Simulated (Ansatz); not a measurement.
Reference: AgBr (Fm-3m), PBEsol, rigid bands (plane waves, PAW, scalar-relativistic; Ansatz, a first-principles code); axes and stresses refer to this cell.

```
CELL_PARAMETERS angstrom
      0.00000     2.83730     2.83730
      2.83730     0.00000     2.83730
      2.83730     2.83730     0.00000
ATOMIC_POSITIONS crystal
  Ag 0.00000 0.00000 0.00000
  Br 0.50000 0.50000 0.50000
```

The hole conductivity mass is 0.60 mₑ and the band gap is 0.50 eV. The Seebeck coefficient, p-type 1e19 cm⁻³ comes out as 506 μV/K.

Change: functional PBE, cell relaxed with it. What happens to hole conductivity mass, band gap, Seebeck coefficient, p-type 1e19 cm⁻³?

hole conductivity mass grows to 0.70 mₑ; band gap grows to 0.69 eV; Seebeck coefficient, p-type 1e19 cm⁻³ increases to 528 μV/K.

Masses are for dilute carriers at 300 K, harmonic means over directions unless an axis is named. Seebeck coefficients are for the stated density at 300 K, with one relaxation time for all states and whether or not that doping can be reached. Spin-orbit coupling is left out unless a row names it; without it hole values are far off for these elements.
